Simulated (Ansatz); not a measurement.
**Os under a change: isotropic strain −2.00 %**

Base system: Os in the hcp (Mg type) structure (space group P6_3/mmc, No. 194; a = 2.729 Å, c = 4.309 Å; relaxed with 0.1 eV smearing).

Now apply this change: the cell is scaled by 0.9800 in all directions, atoms relaxed at fixed cell.

Calculations: PBEsol in Ansatz (plane waves to 420 eV, PAW, scalar-relativistic without spin-orbit coupling). Settings: 24×24×14 k-points, 0.1 eV Fermi–Dirac smearing.

```json
[
 {"quantity": "volume per atom", "base": "13.90 Å³", "changed": "13.08 Å³", "shift": "-0.82 Å³"},
 {"quantity": "space group", "base": "P6_3/mmc (No. 194)", "changed": "P6_3/mmc (No. 194)", "shift": "–"},
 {"quantity": "energy relative to the base (free energy F)", "base": "0 meV/atom", "changed": "+73 meV/atom", "shift": "+73 meV/atom"},
 {"quantity": "pressure (mean of the normal stresses, compression positive)", "base": "0.0 GPa", "changed": "30.2 GPa", "shift": "+30.2 GPa"},
 {"quantity": "band gap", "base": "zero", "changed": "zero", "shift": "–"}
]
```

Whether these cells are dynamically stable was not tested. The final runs are not spin-polarised.

Ansatz is an electronic-structure program.
